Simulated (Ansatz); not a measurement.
## A computed series for YRu3Si2: pressure series

Take YRu3Si2 (space group P6/mmm, No. 191; a cell from a computed database, its experimental status unchecked) as the base.

```
CELL_PARAMETERS angstrom
      5.49233     0.00000     0.00000
     -2.74616     4.75650     0.00000
      0.00000     0.00000     3.61023
ATOMIC_POSITIONS crystal
  Y  0.00000 0.00000 0.00000
  Si 0.66667 0.33333 0.00000
  Si 0.33333 0.66667 0.00000
  Ru 0.50000 0.50000 0.50000
  Ru 0.00000 0.50000 0.50000
  Ru 0.50000 0.00000 0.50000
```

Cell and atoms are relaxed at each pressure.

The values are results of Ansatz (a first-principles code), PBEsol, PAW, cutoff 420 eV, spin-orbit coupling left out, not measurements.

| P (GPa) | V (Å³/atom) |
|---|---|
| -2.00 | 15.882 |
| -1.00 | 15.800 |
| 0.30 | 15.696 |
| 0.70 | 15.664 |
| 1.50 | 15.603 |
| 3.00 | 15.491 |
| 5.00 | 15.349 |
| 7.50 | 15.180 |
| 10.00 | 15.021 |

A third-order Birch–Murnaghan fit to these points gives V₀ = 15.72 Å³/atom, B₀ = 199 GPa and B₀′ = 4.5. At pressure 10 GPa the volume is 95.6 % of V₀.

Load acts through the strain it causes; cell and atoms are relaxed under it. No phonon test of stability was made. No other phases were tried under pressure. All final runs are without spin polarisation. An odd electron count without spin: YRu3Si2.
